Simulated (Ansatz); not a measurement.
Migration barriers of dopant-vacancy pairs in oxides: PBE bands (Ansatz, a first-principles code, plane waves to 420 eV, PAW, climbing-image NEB) beside the CHGNet universal potential on its own band (it has no charge state). Forward barriers of single hops from the lowest site run, static nuclei, no finite-size correction. The rows are a random draw from the bands that converged and passed our checks of state and shape. Saddle orders were checked for a part of the study's bands only and are not shown. Vacancies start on their lattice site; split forms were not set up. Charge states are imposed. Spin-orbit coupling is left out.

```csv
Defect,Route,"Hop (Å), direction in the unit cell","End over start, densest mesh run (eV)",Cell and PBE mesh,CHGNet k-points,PBE (eV)
"Al-vacancy pair (Al on Ti, O vacant) in rutile TiO2, charge +1",a nearby O jumps into the vacancy (Al-vacancy distance between ideal sites 1.96 → 3.58 Å),"2.68 along (-0.11, -0.47, -0.49)",0.09,"72 sites, one k-point at (0.250, 0.250, 0.250)",none,1.29
"Al-vacancy pair (Al on Ti, O vacant) in rutile TiO2, charge +1",a nearby O jumps into the vacancy (Al-vacancy distance between ideal sites 1.96 → 2.00 Å),"2.60 along (-0.10, -0.47, 0.46)",0.06,"72 sites, one k-point at (0.250, 0.250, 0.250)",none,1.23
"F-vacancy pair (F on O, O vacant) in monoclinic HfO2, charge +3",a nearby O jumps into the vacancy (F-vacancy distance between ideal sites 2.58 → 4.05 Å),"2.01 along (0.38, 0.09, 0.13)",0.81,"96 sites, Γ",none,0.88
"Al-vacancy pair (Al on Ti, O vacant) in rutile TiO2, charge +1",a nearby O jumps into the vacancy (Al-vacancy distance between ideal sites 1.96 Å throughout),"2.31 along (0.35, -0.35, 0.00)",0.00,"72 sites, one k-point at (0.250, 0.250, 0.250)",none,0.65
"Y-vacancy pair (Y on Ce, O vacant) in ceria, charge +1",a nearby O jumps into the vacancy (Y-vacancy distance between ideal sites 2.37 Å throughout),"2.33 along (0.00, 0.00, -0.43)",0.00,"96 sites, one k-point at (0.250, 0.250, 0.250)",none,0.49
"Cl-vacancy pair (Cl on O, O vacant) in polar orthorhombic HfO2, charge +3",Cl changes places with the vacancy (Cl-vacancy distance between ideal sites 2.55 Å throughout),"1.78 along (-0.13, -0.31, -0.10)",0.67,"96 sites, Γ",none,0.77
"Al-vacancy pair (Al on Ti, O vacant) in rutile TiO2, charge +1",a nearby O jumps into the vacancy (Al-vacancy distance between ideal sites 1.96 → 4.61 Å),"2.69 along (-0.48, 0.10, -0.49)",0.14,"72 sites, one k-point at (0.250, 0.250, 0.250)",none,1.12
"Y-vacancy pair (Y on Ce, O vacant) in ceria, charge +1",a nearby O jumps into the vacancy (Y-vacancy distance between ideal sites 2.37 → 4.53 Å),"2.30 along (0.00, 0.42, 0.00)",0.18,"96 sites, one k-point at (0.250, 0.250, 0.250)",none,0.52
```

Problem. What does CHGNet give for each row, and how does it differ from PBE over these rows?

Solution. In the order of the rows: 1.13, 1.03, 0.61, 0.75, 0.48, 0.58, 0.99, 0.43 eV. Against PBE it lies higher in 1 of 8 rows and lower in 6 (differences over 0.07 eV). The mean difference is -0.12 eV (median -0.15) and the mean size 0.14 eV; the largest, -0.27 eV, is in row 3.
